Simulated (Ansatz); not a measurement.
Consider Ta in the bcc (W type) structure (space group Im-3m, No. 229; a = 3.282 Å; relaxed with 0.1 eV smearing).

Computed with PBEsol in Ansatz (plane waves to 420 eV, PAW, spin-orbit coupling left out).

Base values:

| Quantity | Value |
|---|---|
| Pressure | 0.0 GPa |

One thing is altered: the cell is scaled by 0.9700 in all directions; the atoms relax in the strained cell.

Question: Predict the new energy relative to the base.

Answer: The energy goes up by 100 meV/atom.

Question: How does this affect the pressure?

Answer: The pressure goes from zero to 22.4 GPa.

No phonon test of stability was made. The final runs are not spin-polarised.

Ansatz is a quantum-chemistry and plane-wave program.
